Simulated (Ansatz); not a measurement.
Where the default PAW files enter, the runs use the earlier of Ansatz's two default sets.

Inside the gap of an insulator the Bloch states are evanescent, with a wavenumber k + iκ along the transport direction.

Here is the system:

```xyz
6
Lattice="2.9592 0.0000 0.0000 0.0000 6.5052 0.0000 0.0000 3.2526 3.2526" Properties=species:S:1:pos:R:3 pbc="T T T"
Ti     0.0000     3.2526     0.0000
Ti     1.4796     0.0000     0.0000
O      1.4796     3.2526     1.2729
O      1.4796     6.5052     1.9796
O      0.0000     1.2729     0.0000
O      0.0000     5.2322     0.0000
```

Space group of this cell: P4_2/mnm, rutile. The cell is taken as given; by LDA its mean pressure is -8.9 GPa.

Transport runs along the normal of the first two printed cell vectors, the (110) plane of the conventional cell.

The gap is the functional's own. No spin-orbit coupling. Mid-gap values are interpolated on the energy grid.

Q: Compute, with Ansatz (a quantum-chemistry and plane-wave program) with LDA, the band gap and the smallest decay constant κ at mid-gap.

A: Gap 1.78 eV on a 10×10×10 mesh; κ = 0.223 1/Å, at the zone centre.
